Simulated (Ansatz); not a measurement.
The reference is HfO2 (space group P4_2/nmc, No. 137; a = 3.5671 Å, c = 5.1660 Å).

Levels (all Ansatz, a quantum-chemistry and plane-wave program, PAW): PBEsol (420 eV, no spin-orbit coupling); r2SCAN (500 eV, without spin-orbit coupling); HSE06 (420 eV, no spin-orbit coupling).

At the geometry relaxed with PBEsol, these levels gave the following band gaps, in shuffled order: (a) 4.57 eV, (b) 5.22 eV, (c) 6.34 eV.

Q: Match each gap to its level.

A: (a) PBEsol; (b) r2SCAN; (c) HSE06.

Single points use the geometry relaxed with PBEsol. The hybrid gap comes from the SCF mesh plus the semilocal run's edge points and a few special points and is an upper bound. Spin-orbit coupling, missing from the scalar runs, can matter with Hf. Whether these cells are dynamically stable was not tested. This is not the structure that HfO2 has at room temperature and ambient pressure.
